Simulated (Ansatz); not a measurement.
The parent structure is Si$_{3}$N$_{4}$ (space group Fd-3m, No. 227; a = 7.7893 Å).

(Cell as relaxed with PBE.)

Levels (all Ansatz, an electronic-structure program, PAW): PBE (420 eV, no spin-orbit coupling); PBEsol (420 eV, no spin-orbit coupling).

Each level relaxes its own structure.

```csv
base,PBE,PBEsol
volume per atom,8.44 Å³,8.29 Å³
lattice parameter a,778.9 pm,774.4 pm
band gap,3.34 eV,3.29 eV
```

Now apply this change: cell and atoms relaxed at a pressure of 5 GPa.

```tsv
quantity	PBE	PBEsol
lattice parameter a	774.7 pm	770.3 pm
smallest direct gap	3.44 eV	3.38 eV
band gap	3.41 eV	3.35 eV
```

PBE's lattice parameter a lies 4.35 pm above PBEsol's (0.6 %); PBE's smallest direct gap lies 0.06 eV above PBEsol's; PBE's band gap lies 0.06 eV above PBEsol's. Neither level is exact; PBEsol is the comparison here, not a measurement.

Load acts through the strain it causes; cell and atoms are relaxed under it. No phonon test of stability was made. Competing high-pressure phases were not computed.
